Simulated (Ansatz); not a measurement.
LiTaO₃ (model structure, P4mm, No. 99, 5 atoms in the cell) was calculated with PBEsol (Ansatz, a quantum-chemistry and plane-wave program, PAW).

Settings: plane-wave cutoff 520 eV, 10×10×8 k mesh (along the axes of the cell as run), Fermi–Dirac smearing 0.01 eV, scalar-relativistic PAW data made under PBE.

Cell (relaxed at this level):

Space group P4mm (No. 99); a = b = 3.920 Å, c = 4.003 Å, α = β = γ = 90.00°

```
atom  site  symmetry       x       y       z
----  ----  --------  ------  ------  ------
Ta      1b       4mm  0.5000  0.5000  0.4092
Li      1a       4mm  0.0000  0.0000  0.1509
O       1b       4mm  0.5000  0.5000  0.8663
O       2c      2mm.  0.0000  0.5000  0.3398
```

### Question
What does this level give for the band gap and bulk modulus?

### Answer

band gap: 2.21 eV (on the SCF k mesh)
bulk modulus: 155 GPa

Note: the bulk modulus is −V dP/dV from two relaxed cells at ±2 % in volume; the relaxation could raise the start's symmetry but not lower it, so the cell can be a saddle point.

Spin–orbit coupling is not included.

The computed numbers hold no vibrational or temperature effects.

A model structure was made by putting elements into a prototype or built by hand; it is no filed structure, need not be a known phase, and can be a saddle point held by its symmetry.
